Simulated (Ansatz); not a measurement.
Start from Sn in the diamond structure (space group Fd-3m, No. 227; a = 6.540 Å; relaxed with 0.1 eV smearing). Axes: x, y, z lie along the cube axes.

Level of theory: PBEsol (Ansatz, a program for electronic structure; PAW; 420 eV plane waves; scalar-relativistic without spin-orbit coupling).

Strains are applied to the cell and any free atomic positions relax; under biaxial strain the out-of-plane vector relaxes too.

One change was made to it. Results:

The energy goes up by 5.6 meV/atom; the band gap is still zero; the shortest interatomic distance falls by 0.018 Å (2.832 Å → 2.814 Å).

### Question
What was done to the base?
(A) biaxial strain +1.00 %, plane normal [001], relaxed out of plane
(B) biaxial strain −2.00 %, plane normal [001], relaxed out of plane
(C) biaxial strain −2.50 %, plane normal [001], relaxed out of plane

### Answer
B, biaxial strain −2.00 %, plane normal [001], relaxed out of plane. For comparison, the energy relative to the base in the other runs: biaxial strain −2.50 %, plane normal [001], relaxed out of plane gives +8.9 meV/atom; biaxial strain +1.00 %, plane normal [001], relaxed out of plane gives +1.3 meV/atom.

Stability against distortions was not tested.
